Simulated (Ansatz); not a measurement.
Consider ZrS2 in the CdI2 type structure (space group P-3m1, No. 164; a = 3.675 Å, c = 5.861 Å; layered, stacked along the Cartesian z axis). Axes: x lies along a and z along c of the hexagonal cell.

All numbers come from Kohn–Sham DFT with the r2SCAN+rVV10 functional, run in Ansatz (an electronic-structure program) with PAW and 500 eV plane waves, no SOC, earlier PAW set.

For the base:

| Property | Result |
|---|---|
| Smallest direct gap | 1.80 eV |

One thing is altered: the cell is stretched by 1.29 % along y with no lateral relaxation, atoms relaxed at fixed cell.

**Question.** Predict the new smallest direct gap.

**Answer.** The smallest direct gap drops by 0.076 eV (1.80 eV → 1.73 eV).

**Question.** What does the calculation give for the largest internal atomic displacement after the change?

**Answer.** The largest internal atomic displacement amounts to 0.012 Å.

**Question.** Predict the new stress.

**Answer.** The stress (xx, yy, zz, yz, xz, xy; compression positive) is (-0.32, -1.78, -0.08, -0.06, 0.00, 0.00) GPa.

The cells carry an imposed strain or load. No phonon test of stability was made.
